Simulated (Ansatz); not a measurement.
The structure below was relaxed with DFT with PBE, PAW potentials and a 420 eV plane-wave cutoff in Ansatz (an electronic-structure program), without spin-orbit coupling, earlier PAW set.

Space group Fm-3m (No. 225); a = b = c = 4.652 Å, α = β = γ = 90.00°

```csv
atom,site,symmetry,x,y,z
C,4a,m-3m,0.0000,0.0000,0.0000
Hf,4b,m-3m,0.5000,0.5000,0.5000
```

Question: Write out a cell with all atoms.

Answer: 
```cif
data_C4Hf4
_chemical_formula_sum 'C4 Hf4'
_space_group_name_H-M_alt 'P 1'
_space_group_IT_number 1
_cell_length_a 4.65162
_cell_length_b 4.65162
_cell_length_c 4.65162
_cell_angle_alpha 90.000
_cell_angle_beta 90.000
_cell_angle_gamma 90.000
loop_
_space_group_symop_operation_xyz
  'x, y, z'
loop_
_atom_site_label
_atom_site_type_symbol
_atom_site_fract_x
_atom_site_fract_y
_atom_site_fract_z
_atom_site_occupancy
C1 C 0.00000 0.00000 0.00000 1
Hf1 Hf 0.50000 0.00000 0.00000 1
C2 C 0.00000 0.50000 0.50000 1
Hf2 Hf 0.50000 0.50000 0.50000 1
C3 C 0.50000 0.00000 0.50000 1
Hf3 Hf 0.00000 0.00000 0.50000 1
C4 C 0.50000 0.50000 0.00000 1
Hf4 Hf 0.00000 0.50000 0.00000 1
```
This is the conventional cell.

Stability against distortions was not tested. The final runs are not spin-polarised. The cell was made from HfN by this change: N → C.
